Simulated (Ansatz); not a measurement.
A self-consistent single point of LaCu₂ (P1, 3 atoms in the cell) with Ansatz (a quantum-chemistry and plane-wave program).

Computed with LDA (PW92), default PAW files made with PBE (plane waves; Ansatz).

The change in words: atoms moved at random. Reference geometry:
```
CELL_PARAMETERS angstrom
      4.30029     0.00000     0.00000
     -2.15015     3.72416     0.00000
      0.00000     0.00000     3.85096
ATOMIC_POSITIONS crystal
  La 0.00000 0.00000 0.00000
  Cu 0.33333 0.66667 0.50000
  Cu 0.66667 0.33333 0.50000
```

Reference input (self-consistent single point, DFT, LDA (PW92), plane waves, default PAW files made with PBE): kpoints.mp_grid.grid = 9 9 9; hamiltonian.xc = lda; hamiltonian.pseudopotentials = {kind: paw} (the program's default PAW files); scf.occupations.method = fermi_dirac; scf.occupations.width = 0.05 eV. This run's input differs from it in these lines:

Ansatz 0.2 input:
```diff
@@ -6,5 +6,5 @@
   atoms:
-    - { symbol: La, position: [0.000000, 0.000000, 0.000000] }
-    - { symbol: Cu, position: [0.333333, 0.666667, 0.500000] }
-    - { symbol: Cu, position: [0.666667, 0.333333, 0.500000] }
+    - { symbol: La, position: [-0.017514, -0.018095, -0.012929] }
+    - { symbol: Cu, position: [0.350192, 0.683098, 0.507443] }
+    - { symbol: Cu, position: [0.667323, 0.334997, 0.505486] }
 kpoints:
```

The program printed (abridged):

```
SCF iter   1: F=—  HF=-19187.958510 eV  |F-HF|=—  |Δ(HF+E_count)|=         —  Δρ=1.57e-2  dr2=7.51e-2  ethr=1.77e-3  ⟨swp⟩=4.9  Hψ=37587  notcnv=0
all-band conjugate gradients solve this SCF's bands
preconditioner: auto → Kerker (q_TF=auto, 2.626 Å⁻¹)
SCF iter   2: F=—  HF=-19187.944406 eV  |F-HF|=—  |Δ(HF+E_count)|=   1.41e-2  Δρ=2.96e-3  dr2=5.59e-3  ethr=1.53e-4  ⟨swp⟩=2.0  Hψ=24697  notcnv=0  defer=6
   [... lines left out ...]
SCF iter   5: F=—  HF=-19187.941915 eV  |F-HF|=—  |Δ(HF+E_count)|=   3.60e-5  Δρ=7.64e-5  dr2=7.61e-6  ethr=2.43e-7  ⟨swp⟩=2.0  Hψ=18030  notcnv=0  defer=6
SCF iter   6: F=—  HF=-19187.941906 eV  |F-HF|=—  |Δ(HF+E_count)|=   8.69e-6  Δρ=4.03e-5  dr2=8.00e-7  ethr=1.55e-8  ⟨swp⟩=2.0  Hψ=17251  notcnv=0  defer=6
SCF iter   7: F=—  HF=-19187.941906 eV  |F-HF|=—  |Δ(HF+E_count)|=   1.61e-7  Δρ=5.22e-5  dr2=1.12e-6  ethr=2.04e-10  ⟨swp⟩=7.4  Hψ=55045  notcnv=0
SCF iter   8: F=-19187.941906 eV  HF=-19187.941906 eV  |F-HF|=7.11e-8  |Δ(HF+E_count)|=   2.35e-7  Δρ=1.05e-5  dr2=7.09e-8  ethr=2.04e-10  ⟨swp⟩=4.0  Hψ=47415  notcnv=0
SCF 1 converged in 8 iterations: F = -19187.941906 eV  dr2 = 7.09e-8
Free energy (F): -19187.941906 eV
Internal energy: -19187.923952 eV  (E = F + TS)
E sigma→0 (E₀):  -19187.932929 eV
Entropy (-TS):   -0.017954 eV (-5.985 meV/atom)
Fermi energy:    12.729211 eV
--- Forces (eV/Å), atoms counted from 1 ---
  atom   1  La     0.18803697     0.31586576     0.25528396
  atom   2  Cu    -0.21408663    -0.34850501    -0.14094155
  atom   3  Cu     0.02606576     0.03265945    -0.11432354
--- Stress (GPa, compression-positive) ---
       -5.754441      -0.242166       0.103687
       -0.242166      -4.937238       0.163684
        0.103687       0.163684      -4.311266
  P = ⅓ Tr σ = -5.0010 GPa (-50.010 kbar)
  The stress holds the Pulay correction. Without it, at fixed plane waves, as pw.x and ABINIT print it: P = -5.0380 GPa
```

The run converged in 8 iterations. Against the reference run the free energy goes up by 12.7 meV/atom, the pressure goes from -5.36 to -5.00 GPa and the largest force goes from 0.000 to 0.448 eV/Å.

The starting cell comes from a database of computed structures (which also holds hypothetical and non-ambient phases and stackings), without a prior relaxation at this level. For this run, on top of that: atoms moved at random. Spin polarisation is off. With a pressure of about -5 GPa the cell is away from its equilibrium volume at this level. Ansatz's pressure includes its estimate of the finite-basis (Pulay) stress.

Cost on one core of a shared machine: roughly 70 s.
